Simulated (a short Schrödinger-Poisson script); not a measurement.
Structure: symmetric double-gate stack, SiO2 on p-type GaAs, at 300 K.

```tsv
layer	material	thickness (nm)	Na (cm⁻³)
1	SiO2	2.5	-
2	GaAs	10	1e17
3	SiO2	2.5	-
```

The device is made up for the run: typed textbook-type constants, with dimensions and the other settings drawn at random. SiO2: permittivity 3.9, conduction-band edge (eV) 3.17, gap (eV) 9, electron mass (mₑ) 0.5. GaAs: permittivity 12.9, conduction-band edge (eV) 0, gap (eV) 1.424, Nv at 300 K (cm⁻³) 9e18.

Channel valleys (confinement mass, in-plane density-of-states mass, number): Γ 0.067, 0.067, 1. At the gates, both at one voltage, the conduction-band edge of layer 1 lies 3.32 eV − eVg above the Fermi level of the channel. Gaps are held at their typed values at every temperature. Mesh 0.03 nm at interfaces.

From a short Schrödinger-Poisson script (our own, NumPy): 1D Poisson equation in equilibrium, electrons classical, Fermi-Dirac, parabolic valleys, classical holes, full ionisation, no traps, pinning or gate leakage.

The same stack at other levels of the model or other numerical settings:

| run | sheet density of all electrons at Vg = 1.6 V (cm⁻²) | sheet density of all electrons at Vg = 0.4 V (cm⁻²) | capacitance of both gates at Vg = 1.6 V (μF/cm²) | rough cost against the base |
|---|---|---|---|---|
| base | 1.61e13 | 2.26e12 | 1.95 | about 1 |
| electrons treated as classical, Boltzmann | 2.19e13 | 2.92e12 | 2.65 | 0.3 |
| electrons treated as quantum, Hartree | 1.56e13 | 1.92e12 | 1.99 | 6 |
| electrons treated as quantum, Hartree plus LDA exchange-correlation | 1.60e13 | 2.06e12 | 2.01 | 9 |
| mesh six times as coarse | 1.60e13 | 2.24e12 | 1.94 | 0.5 |

The classical rows ignore confinement, and Boltzmann statistics overrate the density once the band edge passes the Fermi level.

Above a few 1e12 electrons/cm² a light Γ valley is non-parabolic and upper valleys begin to fill, which the model leaves out.
